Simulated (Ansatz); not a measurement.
The starting structures come from a database of crystals and need not be the phases stable at ambient conditions.

Tunnelling through a barrier is set by its complex band structure: the current falls as exp(−2κd) with the smallest κ.

Here is the system:

```
BiKF6
1.0
    7.70926     0.00000     0.00000
    0.00000    10.12636     0.00000
    3.85463     0.00000     3.85463
K Bi F
2 2 12
Cartesian
  3.85463   5.06318   0.00000
  3.85463   0.00000   0.00000
  0.00000   2.53159   0.00000
  0.00000   7.59477   0.00000
  2.05575   2.53159   0.00000
  7.70926   7.59477   2.05575
  5.65351   2.53159   0.00000
  3.85463   7.59477   1.79888
  7.79822   3.96305   1.46530
  6.24396   6.16331   0.08896
  3.76567   3.96305   2.38933
  5.31993   6.16331   3.76567
  1.46530   9.02623   0.08896
  3.94359   1.10013   2.38933
 10.09859   9.02623   3.76567
  7.62030   1.10013   1.46530
```

Space group of this cell: P-4c2. The cell is taken as given; by r2SCAN its mean pressure is -4.4 GPa.

Transport runs along the normal of the first two printed cell vectors, the (110) plane of the conventional cell.

No gap correction and no spin-orbit coupling; mid-gap values are interpolated between computed energies.

### Question
Give the band gap and the smallest decay constant κ at mid-gap that r2SCAN run with Ansatz (a quantum-chemistry and plane-wave program) yields.

### Answer
Gap 3.24 eV on a 8×4×8 mesh; κ = 0.489 1/Å, at the zone centre.
